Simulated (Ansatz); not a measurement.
1T (CdI2-type) MgI₂ was calculated with r²SCAN-D4 (PAW; Ansatz, a program for electronic structure).

Task: Give the computed interlayer binding energy, layer repeat distance and gap between the layers.

Result: 
- interlayer binding energy = 9.0 meV/Å²
- layer repeat distance = 6.971 Å
- gap between the layers = 3.638 Å

Spin–orbit coupling is not included.
